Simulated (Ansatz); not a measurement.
The reference is CaF2 in the rutile structure (space group P4_2/mnm, No. 136; a = 5.155 Å, c = 3.541 Å; a hypothetical phase, not in the database extracts checked). Axes: x, y, z lie along a, b, c of the conventional cell.

The change: the symmetric strain tensor [-0.0133 0.0022 0.0068; 0.0022 -0.0123 0.0035; 0.0068 0.0035 -0.0058], atoms relaxed at fixed cell.

Levels (all Ansatz, a quantum-chemistry and plane-wave program, PAW): PBEsol (420 eV, no spin-orbit coupling); r2SCAN (500 eV, scalar-relativistic without spin-orbit coupling); HSE06 (420 eV, without spin-orbit coupling).

One geometry, relaxed with PBEsol, under each level:

```tsv
level	band gap	lowest conduction level above the VBM at special points	pressure
PBEsol	6.95 eV	Γ 6.95 eV; X 8.75 eV; Y 8.75 eV; V 8.88 eV	2.31 GPa
r2SCAN	7.77 eV	Γ 7.77 eV; X 9.58 eV; Y 9.58 eV; V 9.77 eV	3.26 GPa
HSE06	9.17 eV	Γ 9.17 eV; X 11.08 eV; Y 11.08 eV	–
```

Single points use the geometry relaxed with PBEsol. Their cutoffs differ, which shifts pressures a little. No phonon test of stability was made. Labels are those of the standard path for the cell's own space group.
